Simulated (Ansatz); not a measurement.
# Ag: response to strain

The parent structure is Ag in the fcc (Cu type) structure (space group Fm-3m, No. 225; a = 4.148 Å; relaxed with 0.1 eV smearing).

Strains are applied to the cell and any free atomic positions relax.

Computed with PBE (Ansatz, an electronic-structure program), spin-orbit coupling left out.

```json
[
 {"isotropic strain (%)": "-2.5", "pressure (GPa)": "8.6"},
 {"isotropic strain (%)": "-2", "pressure (GPa)": "?"},
 {"isotropic strain (%)": "-1.5", "pressure (GPa)": "4.7"},
 {"isotropic strain (%)": "-1", "pressure (GPa)": "3.0"},
 {"isotropic strain (%)": "-0.5", "pressure (GPa)": "1.4"},
 {"isotropic strain (%)": "0", "pressure (GPa)": "0.0"},
 {"isotropic strain (%)": "0.5", "pressure (GPa)": "-1.3"},
 {"isotropic strain (%)": "1", "pressure (GPa)": "-2.5"},
 {"isotropic strain (%)": "2", "pressure (GPa)": "-4.5"}
]
```

**Question.** Fit P = P₀ − Bδ + Cδ² with δ = (1 + ε)³ − 1 to the rows shown and predict the withheld row.

**Answer.** Least squares on the printed values gives P₀ = 0.0 GPa, B = 92.9 GPa, C = 334 GPa (largest residual 0.1 GPa); this predicts 6.6 GPa, and the run gives 6.6 GPa, in agreement.

No phonon test of stability was made.
